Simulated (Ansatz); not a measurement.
Output of an Ansatz run (abridged):

```
WARN ansatz: RAYON_NUM_THREADS=1 ignored (pool sized by the plan → 1); use --threads N
Pseudopotentials: kind: paw
Pseudopotential: Sc, paw, valence charge 11
Pseudopotential: F, paw, valence charge 7
Crystal: 4 atoms, lattice volume = 66.502 Å³
Basis set: ecut = 420 eV, 1309 PW (Γ)
Bands: 20, of which v1, the nominal top of the filled ones, is band 16 counted from 1 (15 counted from 0)
Symmetry: 3 space group operations
Space group: R3 (ITA 146), of the structure as read, at distance tolerance 4.1e-5 Å
k-points: 40 of 216 (time reversal used)
PAW frozen core: Sc, regenerated for the run's functional, and the local potential with it
PAW frozen core: F, regenerated for the run's functional, and the local potential with it
Initial density: superposition of atomic densities (neutral atoms: chi_scale 0, normalization atom), corrected by the library's trained network
Initial wavefunctions: pseudopotential atomic-orbital guess
Eigensolver: davidson
Functional: x = slater, c = lda
SCF iter   1: F=—  HF=-4477.768145 eV  |F-HF|=—  |Δ(HF+E_count)|=         —  Δρ=1.78e-2  dr2=1.54e-1  ethr=1.77e-3  ⟨swp⟩=3.4  Hψ=3301  notcnv=0  defer=46
all-band conjugate gradients solve this SCF's bands
preconditioner: auto → Resta (q_TF=auto, 2.415 Å⁻¹)
SCF iter   2: F=—  HF=-4477.729552 eV  |F-HF|=—  |Δ(HF+E_count)|=   3.86e-2  Δρ=6.04e-3  dr2=1.01e-2  ethr=4.80e-4  ⟨swp⟩=2.0  Hψ=1565  notcnv=0  defer=61
SCF iter   3: F=—  HF=-4477.726640 eV  |F-HF|=—  |Δ(HF+E_count)|=   2.91e-3  Δρ=1.88e-3  dr2=1.35e-3  ethr=3.15e-5  ⟨swp⟩=2.0  Hψ=1260  notcnv=0  defer=63
SCF iter   4: F=—  HF=-4477.726240 eV  |F-HF|=—  |Δ(HF+E_count)|=   3.99e-4  Δρ=3.11e-4  dr2=5.26e-5  ethr=4.23e-6  ⟨swp⟩=2.0  Hψ=1483  notcnv=0  defer=73
SCF iter   5: F=—  HF=-4477.726238 eV  |F-HF|=—  |Δ(HF+E_count)|=   2.56e-6  Δρ=4.16e-5  dr2=1.45e-6  ethr=1.64e-7  ⟨swp⟩=2.0  Hψ=1223  notcnv=0  defer=2
SCF iter   6: F=—  HF=-4477.726240 eV  |F-HF|=—  |Δ(HF+E_count)|=   1.93e-6  Δρ=1.38e-5  dr2=1.66e-7  ethr=3.13e-10  ⟨swp⟩=6.7  Hψ=3667  notcnv=0
SCF iter   7: F=-4477.726240 eV  HF=-4477.726240 eV  |F-HF|=2.31e-8  |Δ(HF+E_count)|=   1.68e-7  Δρ=3.01e-6  dr2=7.89e-9  ethr=3.13e-10  ⟨swp⟩=5.0  Hψ=3166  notcnv=0
SCF 1 converged in 7 iterations: F = -4477.726240 eV  dr2 = 7.89e-9
SCF converged after 7 iterations
Free energy (F): -4477.726240 eV
Harris-Foulkes:  -4477.726240 eV  (|F-HF|=2.31e-8)
Internal energy: -4477.726240 eV  (E = F + TS)
E sigma→0 (E₀):  -4477.726240 eV
Fermi energy:    -0.834738 eV
--- Per-component energies (eV) ---
  E_band       = -404.894600
  E_kinetic    = 875.057223
  E_local      = -3396.905513  (includes V_loc(G=0)·N_el)
  E_nonlocal   = 307.093789
  E_hartree    = 1277.976045
  E_xc         = -337.137621
  E_vxc        = -431.493588  (∫ρ·V_xc dr)
  E_paw        = -1470.284106  (= ΣΔE_a)
  E_vpaw       = -314.608016  (= ΣTr[D̂ρ^β])
  E_aug_tail   = 0.006199  (compensation charges beyond the density's cutoff)
  E_ewald      = -1734.176935
  E_core_change = 0.644678  (= ΣΔE_core)
  E_smearing   = -0.000000  (= −TS)
  E_closure    = 0.000000  (closes the sum)
  Σ components = -4477.726240   (vs F -4477.726240, Δ=0.00e0)
--- Forces (eV/Å), atoms counted from 1 ---
  atom   1  Sc     0.00000000     0.00000003    -0.35368889
  atom   2  F      0.11448111     0.04727224     0.11790369
  atom   3  F     -0.09817952     0.07550742     0.11790369
  atom   4  F     -0.01630159    -0.12277968     0.11790368
  max |Σ_I F_I| component: 2.22e-5 eV/Å
--- Stress (GPa, compression-positive) ---
       -5.374438       0.000000      -0.000000
       -0.000000      -5.374438       0.000000
       -0.000000       0.000000      -5.401675
  P = ⅓ Tr σ = -5.3835 GPa (-53.835 kbar)
  The stress holds the Pulay correction. Without it, at fixed plane waves, as pw.x and ABINIT print it: P = -6.1131 GPa
--- Band table (eV; the first three rows and the last of 40) ---
  k-point 0: bands = ["-46.3760", "-25.3281", "-25.3281", "-25.3236", "-20.4434", "-20.1662", "-20.1662", "-2.5776", "-2.5776", "-2.5772", "-1.3996", "-1.3996", "-1.3963", "-1.3729", "-1.3729", "-1.3715", "5.2547", "5.2547", "5.2598", "6.7332"]
  k-point 1: bands = ["-46.3750", "-25.4275", "-25.3271", "-25.3239", "-20.3884", "-20.1649", "-20.0186", "-2.8561", "-2.5467", "-2.5460", "-1.6386", "-1.5199", "-1.5105", "-1.4249", "-1.3796", "-1.3781", "5.2653", "5.4686", "5.4714", "6.9075"]
  k-point 2: bands = ["-46.3729", "-25.6122", "-25.3251", "-25.3220", "-20.3528", "-20.1623", "-19.6572", "-3.5162", "-2.4573", "-2.4552", "-1.9421", "-1.7891", "-1.7830", "-1.4845", "-1.3757", "-1.3743", "5.2844", "5.8944", "5.9004", "6.9204"]
  k-point 39: bands = ["-46.3637", "-25.6893", "-25.6893", "-25.6844", "-19.4611", "-19.4577", "-19.4577", "-3.9457", "-3.7834", "-3.7834", "-3.0314", "-3.0314", "-3.0267", "-0.8349", "-0.8349", "-0.8347", "6.7882", "6.7986", "6.7986", "9.5929"]
```

The structure:

```xyz
4
Lattice="2.8654 1.6543 2.3381 -2.8654 1.6543 2.3381 0.0000 -3.3087 2.3381" Properties=species:S:1:pos:R:3 pbc="T T T"
Sc     0.0000     0.0000     0.0500
F      1.4272    -2.4719     3.5072
F      1.4272     2.4719     3.5072
F     -2.8544     0.0000     3.5072
```

Question: What input produced this log?

Answer: Other spellings and defaults could give the same log, and not every line can be read from it. The input that was run (DFT, LDA (PW92), plane waves, default PAW files made with PBE):

Ansatz 0.2 input:
```yaml
# ScF3
crystal:
  lattice:
    - [2.86541100, 1.65434500, 2.33814000]
    - [-2.86541100, 1.65434500, 2.33814000]
    - [0.00000000, -3.30869100, 2.33814000]
  atoms:
    - { symbol: Sc, position: [0.00712800, 0.00712800, 0.00712800] }
    - { symbol: F, position: [0.50000000, 0.00193000, 0.99807000] }
    - { symbol: F, position: [0.99807000, 0.50000000, 0.00193000] }
    - { symbol: F, position: [0.00193000, 0.99807000, 0.50000000] }
basis:
  ecutwfc: 420.0
kpoints:
  mp_grid:
    grid: [6, 6, 6]
hamiltonian:
  xc: lda
  pseudopotentials:
    kind: paw
scf:
  occupations:
    method: fixed
output:
  forces: true
  eigenvalues: true
  stress: true
```

The starting cell comes from a database of computed structures (which also holds hypothetical and non-ambient phases and stackings), without a prior relaxation at this level. Its lattice was rescaled by up to half a per cent. One atom was moved a little off its site on purpose. With a pressure of about -5 GPa the cell is away from its equilibrium volume at this level. Ansatz's pressure includes its estimate of the finite-basis (Pulay) stress. Without the estimate this run gives -6.11 GPa.

Ansatz is a first-principles code.
